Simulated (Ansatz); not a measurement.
We consider Mg2C (model structure, started from the fluorite type, Fm-3m, No. 225, 3 atoms in the cell; like a known high-pressure phase), described by LDA (Ansatz, a program for electronic structure, PAW).

Numerical settings: plane-wave cutoff 520 eV, 18×18×18 k mesh, Fermi–Dirac smearing 0.05 eV, scalar-relativistic PAW data made under PBE.

Cell (relaxed with PBEsol):

```
CELL_PARAMETERS angstrom
      0.00000     2.71164     2.71164
      2.71164     0.00000     2.71164
      2.71164     2.71164     0.00000
ATOMIC_POSITIONS crystal
  C  0.00000 0.00000 0.00000
  Mg 0.25000 0.25000 0.25000
  Mg 0.75000 0.75000 0.75000
```

### Question
Give the computed band gap.

### Answer

- band gap: 0.77 eV (on the SCF k mesh)

Note: cell and atoms aren't relaxed at this level (pressure -3.5 GPa).

Computed values are for the static lattice.

Cost on a shared machine: roughly 5 core-seconds.

A model structure was made by putting elements into a prototype or built by hand; here it ended with the formula and space group of a phase in our tables.
